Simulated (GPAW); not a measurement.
Worked example: relaxation of cell and atoms of WC (P-6m2, 2 atoms in the cell) in GPAW.

Level of theory: PBE, GPAW PAW datasets PBE (gpaw-data 1.0.1) (plane waves; GPAW).

```yaml
crystal:
  lattice:
    - [2.84426, 0.00000, 0.00000]
    - [-1.42213, 2.46320, 0.00000]
    - [0.00000, 0.00000, 2.76902]
  atoms:
    - { symbol: W, position: [0.00000, 0.00000, 0.00000] }
    - { symbol: C, position: [0.66667, 0.33333, 0.50000] }
```

Reference input (self-consistent single point, DFT PBE, plane waves, GPAW PAW datasets PBE (gpaw-data 1.0.1)): mode = pw; ecut = 900 eV; xc = PBE; kpts = 9 9 8; mesh shift (steps) = 0 0 0; occupations.name = fermi-dirac; occupations.width = 0.1 eV; nbands = -10; convergence.forces = 0.001 eV/Å; symmetry.symmorphic = false; symmetry.tolerance = 0.0005; maxiter = 150. This run's input differs from it in these lines:

```diff
@@ -1,2 +1,4 @@
 from ase import Atoms
+from ase.filters import FrechetCellFilter
+from ase.optimize import BFGS
 from ase.units import GPa
@@ -17,3 +19,3 @@
             nbands=-10,
-            convergence={'forces': 0.001},
+            convergence={'forces': 0.001, 'density': 1e-05},
             symmetry={'symmorphic': False, 'tolerance': 0.0005},
@@ -23,2 +25,10 @@
 atoms.calc = calc
+
+target = FrechetCellFilter(atoms)
+
+opt = BFGS(target, logfile='-')
+converged = opt.run(fmax=0.02, steps=40)
+print('Relaxation converged:', converged)
+print('Cell:', atoms.cell.cellpar().round(4))
+print(atoms.get_scaled_positions().round(5))
```

Output, abridged:

```
     iter     time        total  log10-change:
                         energy   eigst   dens  force
iter:   1 --:--:--   -22.523114
iter:   2 --:--:--   -22.054619   -2.23  -1.01
iter:   3 --:--:--   -20.917580   -1.68  -1.07
iter:   4 --:--:--   -20.940585   -3.58  -1.53
iter:   5 --:--:--   -20.946632   -2.86  -1.60
iter:   6 --:--:--   -20.946216c  -5.35  -2.72
iter:   7 --:--:--   -20.945707c  -4.51  -2.81
iter:   8 --:--:--   -20.945668c  -6.16  -3.35
iter:   9 --:--:--   -20.945670c  -7.76c -3.55
iter:  10 --:--:--   -20.945665c  -6.39  -3.56
iter:  11 --:--:--   -20.945664c  -7.95c -4.20
iter:  12 --:--:--   -20.945664c  -9.12c -4.38
iter:  13 --:--:--   -20.945664c  -9.29c -4.42
iter:  14 --:--:--   -20.945664c  -8.93c -4.46
iter:  15 --:--:--   -20.945664c  -8.75c -4.54
iter:  16 --:--:--   -20.945664c  -9.65c -4.61
iter:  17 --:--:--   -20.945664c -10.17c -4.70
iter:  18 --:--:--   -20.945664c  -9.15c -4.75
iter:  19 --:--:--   -20.945664c  -9.57c -4.87
iter:  20 --:--:--   -20.945664c -10.68c -5.27c
iter:  21 --:--:--   -20.945664c -10.14c -5.38c -16.08c
Converged after 21 iterations.

Dipole moment: (0.713976, -0.412214, 0.000000) |e|*Ang

Energy contributions relative to reference atoms: (reference = -439799.299771)

Kinetic:        +33.852999
Potential:      -32.818366
External:        +0.000000
XC:             -22.035497
Entropy (-ST):   -0.010187
Local:           +0.060293
SIC:             +0.000000
--------------------------
Free energy:    -20.950757
Extrapolated:   -20.945664

Showing only first 2 kpts
 Kpt  Band  Eigenvalues  Occupancy
  0     7     11.70721    2.00000
  0     8     15.47052    0.61994
  0     9     18.90987    0.00000
  0    10     18.90988    0.00000

  1     7     11.89075    2.00000
  1     8     15.47776    0.58942
  1     9     17.67612    0.00000
  1    10     17.67614    0.00000

Fermi level: 15.39049

No gap
   [... lines left out ...]
Occupation numbers: Fermi-Dirac:
Atomic positions and initial magnetic moments
Free energy:    -21.102915
Fermi level: 14.50277
No gap
Occupation numbers: Fermi-Dirac:
Atomic positions and initial magnetic moments
Free energy:    -21.131045
Fermi level: 13.98213
No gap
   [... lines left out ...]
     0.000000     0.000000     0.000799

Forces in eV/Ang:
  0 W     0.00000    0.00000    0.00000
  1 C     0.00000    0.00000    0.00000

BFGS:    5 --:--:--      -21.131519        0.008408
Relaxation converged: True
Cell: [  2.9222   2.9222   2.8459  90.      90.     120.    ]
[[0.      0.      0.     ]
 [0.66667 0.33333 0.5    ]]
Energy (eV): -21.126263
Stress (GPa, Voigt): [ 0.0584  0.0584  0.128   0.      0.     -0.    ]
```

The run converged. GPAW prints stress with tension positive. 

Summary of the result:
Free energy E − TS (from the program's reference atoms): -21.1315 eV
Fermi level (on the code's own zero): 13.93 eV
Final cell: a = 2.9222 Å, b = 2.9222 Å, c = 2.8459 Å, α = 90.00°, β = 90.00°, γ = 120.00°
Final volume per atom: 10.52 Å³
Relaxation steps: 5

At such cutoffs GPAW's stress carries a finite-basis (Pulay) error, which enters relaxed cells too; its log prints stress with tension positive.

The starting cell comes from a database of computed structures (which also holds hypothetical and non-ambient phases and stackings), without a prior relaxation at this level. Its lattice was rescaled by a random factor within 2.5 % of one. Spin polarisation is off. The relaxation keeps the symmetry of its start, so its end need not be a minimum.

Cost on one core of a shared machine: roughly 7 min.
